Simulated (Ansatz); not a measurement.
Input:

```yaml
crystal:
  lattice:
    - [0.00000, 2.42399, 2.42399]
    - [2.42399, 0.00000, 2.42399]
    - [2.42399, 2.42399, 0.00000]
  atoms:
    - { symbol: Hf, position: [0.00000, 0.00000, 0.00000] }
    - { symbol: O, position: [0.25000, 0.25000, 0.25000] }
    - { symbol: O, position: [0.75000, 0.75000, 0.75000] }
```

No spin polarisation.

All numbers come from r2SCAN (Ansatz, a first-principles code), no spin-orbit coupling. Γ-centred 11×11×11 mesh, Fermi–Dirac width 0.05 eV.

**Question.** Predict the gap character, hole mass and band gap.

**Answer.** 
- Gap character: direct at X
- Hole mass: 0.28 mₑ along k, 2.6 mₑ across (at X)
- Band gap: 4.63 eV

Spin-orbit coupling, missing from the scalar runs, can matter with Hf. Load acts through the strain it causes; cell and atoms are relaxed under it. Masses are band curvatures over ±0.01 Å⁻¹ around the edge. Along k means along the line from Γ to the band edge. Whether these cells are dynamically stable was not tested. Competing high-pressure phases were not computed. The cell was made from HfO₂ in the fluorite structure (space group Fm-3m, No. 225) by this change: pressure 45 GPa. This is not the structure that HfO2 has at room temperature and ambient pressure.
